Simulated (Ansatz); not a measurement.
## A computed series for TiC: response to strain

The parent structure is TiC in the rock salt structure (space group Fm-3m, No. 225; a = 4.293 Å; relaxed with 0.1 eV smearing). Axes: x, y, z lie along the cube axes.

Strains are applied to the cell and any free atomic positions relax; under biaxial strain the out-of-plane vector relaxes too.

Level of theory: PBEsol (Ansatz, a program for electronic structure, PAW, spin-orbit coupling left out).

Notes on the quantities. energy relative to the base: free energy F; in-plane stress: mean in-plane stress (compression positive).

```tsv
case	energy relative to the base	in-plane stress	out-of-plane strain
base	0 meV/atom	–	–
biaxial strain −2.50 %, plane normal [001], relaxed out of plane	+26 meV/atom	+18.0 GPa	+1.17 %
biaxial strain −2.00 %, plane normal [001], relaxed out of plane	+17 meV/atom	+14.0 GPa	+0.93 %
biaxial strain −1.50 %, plane normal [001], relaxed out of plane	+9.1 meV/atom	+10.2 GPa	+0.69 %
biaxial strain −0.50 %, plane normal [001], relaxed out of plane	+1.0 meV/atom	+3.2 GPa	+0.23 %
biaxial strain +0.50 %, plane normal [001], relaxed out of plane	+0.9 meV/atom	-3.0 GPa	-0.22 %
biaxial strain +1.50 %, plane normal [001], relaxed out of plane	+8.2 meV/atom	-8.6 GPa	-0.64 %
biaxial strain +2.00 %, plane normal [001], relaxed out of plane	+14 meV/atom	-11.1 GPa	-0.85 %
biaxial strain +2.50 %, plane normal [001], relaxed out of plane	+22 meV/atom	-13.5 GPa	-1.05 %
biaxial strain +3.00 %, plane normal [001], relaxed out of plane	+31 meV/atom	-15.8 GPa	-1.24 %
```

Stability against distortions was not tested. All final runs are without spin polarisation.
